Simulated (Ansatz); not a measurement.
Reference: In (I4/mmm), PBEsol, rigid bands (plane waves, PAW, scalar-relativistic; Ansatz, a quantum-chemistry and plane-wave program); axes and stresses refer to this cell.

```yaml
crystal:
  lattice:
    - [-1.61026, 1.61026, 2.47068]
    - [1.61026, -1.61026, 2.47068]
    - [1.61026, 1.61026, -2.47068]
  atoms:
    - { symbol: In, position: [0.00000, 0.00000, 0.00000] }
```

The drude plasma energy is 10.5 eV and the resistivity times mean free path is 7.4 ×10⁻¹⁶ Ω·m². The root-mean-square Fermi velocity is 16.2 ×10⁵ m/s.

**Question.** Change: spin-orbit coupling switched on. What happens to Drude plasma energy, resistivity times mean free path, root-mean-square Fermi velocity?

**Answer.** Drude plasma energy moves little, to 10.4 eV; resistivity times mean free path moves little, to 7.5 ×10⁻¹⁶ Ω·m²; root-mean-square Fermi velocity moves little, to 16.1 ×10⁵ m/s.

Metals at this level; values at 300 K, both spins, means over directions. As a rough test of the mesh, the Fermi surface's area from every second k point differs by up to 4 %. The product of resistivity and mean free path takes one path for all states. Spin-orbit coupling is left out unless a row names it.
